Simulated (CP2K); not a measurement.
Input and output of a self-consistent single point for LiNbSe2 (P6_3/mmc, 8 atoms in the cell) (CP2K).

Method: PBEsol, GPW, DZVP-MOLOPT-SR-GTH basis, GTH-PBE potentials (GTH_POTENTIALS) (CP2K 2026.2).

The change in words: lattice scaled by 0.98. Reference geometry:
```xyz
8
Lattice="3.5333 0.0000 0.0000 -1.7667 3.0599 0.0000 0.0000 0.0000 13.5423" Properties=species:S:1:pos:R:3 pbc="T T T"
Li     0.0000     0.0000     0.0000
Li     0.0000     0.0000     6.7712
Nb     0.0000     0.0000     3.3856
Nb     0.0000     0.0000    10.1567
Se     0.0000     2.0400     1.7192
Se     1.7667     1.0200    11.8231
Se     1.7667     1.0200     8.4904
Se     0.0000     2.0400     5.0520
```

Reference input (self-consistent single point, DFT PBEsol, GPW, DZVP-MOLOPT-SR-GTH basis, GTH-PBE potentials (GTH_POTENTIALS)): CUTOFF = 500 Ry; REL_CUTOFF = 50 Ry; KPOINTS/SCHEME = MONKHORST-PACK 6 6 2; GAMMA_CENTERED = T; XC_FUNCTIONAL = PBE:PBESOL; Li/BASIS_SET = DZVP-MOLOPT-SR-GTH-q3; Li/POTENTIAL = GTH-PBE-q3; Nb/BASIS_SET = DZVP-MOLOPT-SR-GTH-q13; Nb/POTENTIAL = GTH-PBE-q13; Se/BASIS_SET = DZVP-MOLOPT-SR-GTH-q6; Se/POTENTIAL = GTH-PBE-q6; METHOD = GPW. This run's input differs from it in these lines:

```diff
@@ -62,4 +62,4 @@
     &CELL
-      ABC 3.53331000 3.53330981 13.54232000
-      ALPHA_BETA_GAMMA 90.00000000 90.00000000 120.00000178
+      ABC 3.46264400 3.46264342 13.27147400
+      ALPHA_BETA_GAMMA 90.00000000 90.00000000 120.00000553
       PERIODIC XYZ
@@ -68,9 +68,9 @@
       Li       0.00000000     0.00000000     0.00000000
-      Li       0.00000000     0.00000000     6.77116000
-      Nb       0.00000000     0.00000000     3.38558000
-      Nb       0.00000000     0.00000000    10.15674000
-      Se      -0.00000177     2.03995835     1.71919752
-      Se       1.76665677     1.01997765    11.82312248
-      Se       1.76665677     1.01997765     8.49035752
-      Se      -0.00000177     2.03995835     5.05196248
+      Li       0.00000000     0.00000000     6.63573700
+      Nb       0.00000000     0.00000000     3.31786850
+      Nb       0.00000000     0.00000000     9.95360550
+      Se      -0.00000173     1.99915900     1.68481362
+      Se       1.73132373     0.99957800    11.58666038
+      Se       1.73132373     0.99957800     8.32055062
+      Se      -0.00000173     1.99915900     4.95092338
     &END COORD
```

The program printed (abridged):

```
 SCF WAVEFUNCTION OPTIMIZATION

  Step     Update method      Time    Convergence         Total energy    Change
     1 NoMix/Diag. 0.30E+00      -     0.86694809      -167.8399188446 -1.68E+02
     2 Broy./Diag. 0.30E+00      -     0.18220018      -169.7722489926 -1.93E+00
     3 Broy./Diag. 0.30E+00      -     0.02184485      -167.5279066805  2.24E+00
     4 Broy./Diag. 0.30E+00      -     0.01945091      -166.9650655716  5.63E-01
     5 Broy./Diag. 0.30E+00      -     0.00591240      -166.8385425229  1.27E-01
     6 Broy./Diag. 0.30E+00      -     0.00544750      -166.7788974895  5.96E-02
   [... 4 lines left out ...]
    11 Broy./Diag. 0.30E+00      -     0.00000326      -166.8442418143 -3.53E-05
    12 Broy./Diag. 0.30E+00      -     0.00000219      -166.8441826230  5.92E-05
    13 Broy./Diag. 0.30E+00      -     0.00000022      -166.8441899825 -7.36E-06
    14 Broy./Diag. 0.30E+00      -     0.00000006      -166.8441912861 -1.30E-06
  *** SCF run converged in    14 steps ***

  Overlap energy of the core charge distribution:               0.00000000023601
  Self energy of the core charge distribution:               -299.62290677681005
  Core Hamiltonian energy:                                     65.55538260037261
  Hartree energy:                                              92.89866924511588
  Exchange-correlation energy:                                -25.67533635503132

  Total energy:                                              -166.84419128611685

 ENERGY| Total FORCE_EVAL ( QS ) energy [hartree]           -166.844191281528509

 FORCES| Atomic forces [hartree/bohr]
 FORCES|   Atom     x               y               z               |f|
 FORCES|      1 -1.06688025E-11  1.11813378E-09 -7.38843157E-10   1.34023363E-09
   [... lines left out ...]

 STRESS| Analytical stress tensor [bar]
 STRESS|                        x                   y                   z
 STRESS|      x        3.95889443452E+04  -3.01667206194E-01  -1.65803709264E-06
 STRESS|      y       -3.01667206194E-01   3.95886652432E+04   5.87963300018E-02
 STRESS|      z       -1.65803709264E-06   5.87963300018E-02   5.83945464195E+04
 STRESS| 1/3 Trace                                             4.58573853360E+04
```

The run converged in 14 iterations. Against the reference run the free energy goes up by 7.3 meV/atom, the pressure goes from -2.05 to 4.59 GPa, the largest force goes from 0.203 to 0.431 eV/Å and the gap on the mesh hardly changes (0.616 to 0.610 eV).

The starting cell comes from a database of computed structures (which also holds hypothetical and non-ambient phases and stackings), without a prior relaxation at this level. For this run, on top of that: lattice scaled by 0.98. Values carry the incompleteness of an atom-centred basis. The potentials were made for another functional than the one used. With a pressure of about 5 GPa the cell is away from its equilibrium volume at this level.

Cost on one core of a shared machine: roughly 50 s.
